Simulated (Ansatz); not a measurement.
System: cubic perovskite KZnF₃. Method: r²SCAN (PAW; Ansatz, a program for electronic structure).

Numerical settings: plane-wave cutoff 600 eV, 6×6×6 k mesh, scalar-relativistic PAW data made under PBE.

Computed at the level's own relaxed cell.

Elastic tensor (GPa, Voigt notation, ions relaxed):

```
  144.5    54.8    54.8     0.0     0.0     0.0
   54.8   144.5    54.8     0.0     0.0     0.0
   54.8    54.8   144.5     0.0     0.0     0.0
    0.0     0.0     0.0    36.9     0.0     0.0
    0.0     0.0     0.0     0.0    36.9     0.0
    0.0     0.0     0.0     0.0     0.0    36.9
```

Worked from these constants: the tetragonal shear constant is C′ = (C11 − C12)/2 = 44.9 GPa against C44 = 36.9 GPa, so the C44 shear is the softer. The Zener ratio C44/C′ is 0.82 (1 for an isotropic solid), and the Cauchy pressure C12 − C44 is 17.9 GPa. With C11 + 2C12 = 254.1 GPa all three Born conditions hold; they don't test modes at the zone boundary.

Measured, for comparison: elastic constant C11 134 ± 1 GPa, elastic constant C12 52.7 ± 0.5 GPa, elastic constant C44 38.1 GPa (temperature not stated, no zero-point or thermal correction; as tabulated in Vaitheeswaran et al. (2016), arXiv:1609.00541). Computed (rounded) less measured: elastic constant C11 +8 %, elastic constant C12 +4 %, elastic constant C44 -3 %. A static lattice is as a rule a little smaller and stiffer than an uncorrected measurement, which can account for part of this.

Computed values are for the static lattice.
